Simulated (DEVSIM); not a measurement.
System: abrupt Si n-p junction, at 300 K.

| layer (left to right) | material | thickness (μm) | Nd (cm⁻³) | Na (cm⁻³) | τn (s) | τp (s) |
|---|---|---|---|---|---|---|
| 1 | Si | 38.0 | 3e16 | - | 3.6e-5 | 3.6e-5 |
| 2 | Si | 68.0 | - | 1.1e15 | 3.6e-5 | 3.6e-5 |

Left contact: ohmic. Right contact: ohmic. Voltage is applied to the left contact. Recombination: SRH at mid-gap, Auger. Mobility is constant in doping.

Constants are typed, rounded textbook-type inputs, not results; the design itself was drawn at random and stands for no fabricated device. Values at 300 K.

```csv
parameter,Si
gap (eV),1.124
affinity (eV),4.05
permittivity,11.7
Nc (cm⁻³),2.86e19
Nv (cm⁻³),3.1e19
μn (cm²/Vs),1417
μp (cm²/Vs),470
Cn (cm⁶/s),2.8e-31
Cp (cm⁶/s),9.9e-32
```

Model (solved in DEVSIM): 1D drift-diffusion, Boltzmann statistics, complete ionisation; no tunnelling, impact ionisation, image-force lowering or self-heating.

Q: Tabulate band edges, carrier densities and field at zero bias.

A: Energies count from the Fermi level of the right contact; mesh points crowd at the junctions.

```tsv
x (μm)	Ec (eV)	Ev (eV)	n (cm⁻³)	p (cm⁻³)	field (V/cm)
0.000	0.177	-0.947	3.0e16	3900	≈ 0
0.05762	0.177	-0.947	3.0e16	3900	≈ 0
0.2423	0.177	-0.947	3.0e16	3900	≈ 0
0.8809	0.177	-0.947	3.0e16	3900	≈ 0
4.598	0.177	-0.947	3.0e16	3900	≈ 0
15.68	0.177	-0.947	3.0e16	3900	≈ 0
30.87	0.177	-0.947	3.0e16	3900	≈ 0
36.62	0.177	-0.947	3.0e16	3900	≈ 0
37.61	0.177	-0.947	3.0e16	3900	≈ 0
37.90	0.178	-0.946	2.9e16	4000	370
37.99	0.209	-0.915	9.0e15	13000	11000
38.05	0.304	-0.820	2.3e14	510000	13000
38.24	0.526	-0.598	4.1e10	2.8e9	10000
38.85	0.844	-0.280	190000	6.1e14	1100
42.42	0.859	-0.265	110000	1.1e15	≈ 0
53.10	0.859	-0.265	110000	1.1e15	≈ 0
82.45	0.859	-0.265	110000	1.1e15	≈ 0
99.09	0.859	-0.265	110000	1.1e15	≈ 0
104.7	0.859	-0.265	110000	1.1e15	≈ 0
105.6	0.859	-0.265	110000	1.1e15	≈ 0
105.9	0.859	-0.265	110000	1.1e15	≈ 0
106.0	0.859	-0.265	110000	1.1e15	≈ 0
```
